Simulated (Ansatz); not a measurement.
Consider PtTe₂ (space group P-3m1, No. 164; a = 4.053 Å, c = 5.097 Å; layered; relaxed with 0.1 eV smearing).

Computed with plane-wave PAW DFT at the PBE-D3(BJ) level (Ansatz, an electronic-structure program, 420 eV), no spin-orbit coupling.

Base values:

```
Item       Result
--------  -------
Pressure  0.0 GPa
```

Modification: the cell is scaled by 0.9850 in all directions; the atoms relax in the strained cell.

**Question.** Estimate the effect on the energy relative to the base and pressure.

**Answer.** The energy grows by 13 meV/atom; the pressure (mean of the normal stresses, compression positive) goes from zero to 4.0 GPa.

No phonon test of stability was made. All final runs are without spin polarisation.
